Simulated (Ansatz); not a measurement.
AlBO₃ (space group R-3c, No. 167)

AlBO₃ is taken in the trigonal space group R-3c, hexagonal axes (No. 167), Pearson symbol hR10. Cell: a = 4.475 Å, b = 4.475 Å, c = 13.738 Å, α = 90.00°, β = 90.00°, γ = 120.00°. Al on 6b has 6 O at 1.927 Å (octahedral). B on 6a is coordinated by 3 O at 1.382 Å (trigonal planar). O on 18e has 1 B at 1.382 Å and 2 Al at 1.927 Å (trigonal planar). (Neighbours: up to the widest gap in distance over summed covalent radii, below 1.35, at either atom; cation-cation and far metal-metal contacts left out.)
(The calculation used a cell of 10 atoms; values per cell refer to that cell.)

Computed with PBEsol/PAW in Ansatz (a program for electronic structure), no spin-orbit coupling. Γ-centred 9×9×9 mesh, Fermi–Dirac width 0.05 eV.

```yaml
volume_per_atom: 7.94 Å³
density: 3.59 g/cm³
band_gap: 5.80 eV, indirect, Γ → k = (0.222, 0.222, 0.222) in the run's primitive reciprocal basis
total_energy: -473.200 eV/atom (σ→0; compares only within this code and set-up)
```

Whether these cells are dynamically stable was not tested.
